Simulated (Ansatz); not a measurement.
System: TaN (model structure, started from the NbAs type, I4₁md, No. 109, 4 atoms in the cell). Method: PBEsol (Ansatz, an electronic-structure program, PAW).

Settings: plane-wave cutoff 500 eV, 20×20×20 k mesh, Fermi–Dirac smearing 0.05 eV, scalar-relativistic PAW data made under PBE.

Cell (relaxed at this level):

TaN is modelled in the tetragonal space group I4₁md (No. 109), Pearson symbol tI8. Lattice parameters: a = b = 2.8882 Å, c = 10.1958 Å, α = β = γ = 90.00°. Ta on 4a sees 6 N at 2.206–2.243 Å (trigonal prismatic). N on 4a sees 6 Ta at 2.206–2.243 Å (trigonal prismatic). (Neighbours: up to the widest gap in distance over summed covalent radii, below 1.35, at either atom; cation-cation and far metal-metal contacts left out.)
(The calculation used a cell of 4 atoms; values per cell refer to that cell.)

Q: What does this level give for the band gap?

A: 
- band gap: 0.60 eV (on the SCF k mesh)

Note: the relaxation could raise the start's symmetry but not lower it, so the cell can be a saddle point.

Spin–orbit coupling is not included.

Computed values are for the static lattice.

Cost on a shared machine: around 11 core-minutes (rough).

A model structure was made by putting elements into a prototype or built by hand; it is no filed structure, need not be a known phase, and can be a saddle point held by its symmetry.
